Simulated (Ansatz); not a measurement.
The parent structure is Pd in the fcc (Cu type) structure (space group Fm-3m, No. 225; a = 3.875 Å).

Method: PBEsol/PAW in Ansatz (an electronic-structure program), no spin-orbit coupling.

Before the change:

The lattice parameter a is 3.875 Å.

Now apply this change: full substitution Pd → Ir, then cell and atoms are relaxed.

Predict the new lattice parameter a.

The lattice parameter a shrinks by 0.045 Å to 3.830 Å.

Stability against distortions was not tested. All final runs are without spin polarisation.
